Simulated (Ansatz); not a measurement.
Ir, pressure series

Start from Ir in the fcc (Cu type) structure (space group Fm-3m, No. 225; a = 3.830 Å).

Cell and atoms are relaxed at each pressure.

Calculations: plane-wave PAW DFT at the PBEsol level (Ansatz, a first-principles code, 420 eV), no spin-orbit coupling.

```csv
pressure (GPa),volume per atom (Å³/atom)
-2,14.125
0,14.051
0.9,14.018
2.1,13.976
4.5,13.892
9,?
15,13.561
22.5,13.349
30,13.156
```

Question: Fit the third-order Birch–Murnaghan form P(V) = (3B₀/2)[(V₀/V)^(7/3) − (V₀/V)^(5/3)]·[1 + (3/4)(B₀′ − 4)((V₀/V)^(2/3) − 1)] (squares taken in P) to the rows shown and predict the withheld row.

Answer: Least squares on the printed values gives V₀ = 14.051 Å³/atom, B₀ = 386 GPa, B₀′ = 5.0; this predicts 13.744 Å³/atom, and the run gives 13.744 Å³/atom, in agreement.

Measured bulk modulus of Ir: 365 GPa (static lattice; corrected from measurement; as listed in H. Levämäki et al., Physical Review B (2014)); the computed value is 6 % above it.

Load acts through the strain it causes; cell and atoms are relaxed under it. No phonon test of stability was made. No other phases were tried under pressure. The final runs are not spin-polarised.
